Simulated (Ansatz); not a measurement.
The starting structures come from a database of crystals and need not be the phases stable at ambient conditions.

Tunnelling through a barrier is set by its complex band structure: the current falls as exp(−2κd) with the smallest κ.

Input:

```yaml
crystal:
  lattice:
    - [6.63182, 0.00000, 0.00000]
    - [0.82993, 7.07319, 0.00000]
    - [3.31076, -0.38847, 3.29307]
  atoms:
    - { symbol: P, position: [0.21592, 0.25156, 0.59327] }
    - { symbol: P, position: [0.78408, 0.74844, 0.40673] }
    - { symbol: P, position: [0.78408, 0.24844, 0.52511] }
    - { symbol: P, position: [0.21592, 0.75156, 0.47489] }
    - { symbol: P, position: [0.37995, 0.91094, 0.97121] }
    - { symbol: P, position: [0.62005, 0.08906, 0.02879] }
    - { symbol: P, position: [0.62005, 0.58906, 0.23111] }
    - { symbol: P, position: [0.37995, 0.41094, 0.76889] }
    - { symbol: Ru, position: [0.00000, 0.50000, 0.50000] }
    - { symbol: Ru, position: [0.00000, 0.00000, 0.00000] }
```

Space group of this cell: P2_1/c. The cell is taken as given; by PBEsol its mean pressure is -2.4 GPa.

Transport runs along the normal of the first two printed cell vectors.

No gap correction and no spin-orbit coupling; mid-gap values are interpolated between computed energies.

### Question
Estimate the band gap and the smallest decay constant κ at mid-gap that PBEsol run with Ansatz (a quantum-chemistry and plane-wave program) returns for this system.

### Answer
Gap 0.76 eV on a 10×4×10 mesh; κ = 0.128 1/Å, at (0.000, 0.250) of the in-plane reciprocal vectors. At the zone centre, at the nearest computed energy, the slowest state has κ = 0.13 1/Å.
